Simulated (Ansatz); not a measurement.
# A constructed model of the (111) surface of fcc Ag, a pseudomorphic layer of Pt in the other hollow (bottom of the slab: a bare face, its two planes held)

The numbers are results of PBE (plane waves to 420 eV, PAW; Ansatz, an electronic-structure program), not measurements.

Set-up: 7 atoms, 14.4 Å thick at the start with caps and adatoms; mesh 15x15x1; 0.1 eV smearing; dipole correction on; 2 atoms held, the rest relaxed; symmetry of the start imposed; no spin, no spin-orbit, no U. In PBE it is, or lies within 0.01 eV a 1x1 cell of, the lowest of the 2 structures of its composition computed so far; subsurface sites and larger cells were not tried.

```
Item                                                            Value
-----------------------------  --------------------------------------
work function of the top face                                 5.73 eV
energy released by relaxation                                0.022 eV
cost                           about 90 core-seconds (a rough figure)
```
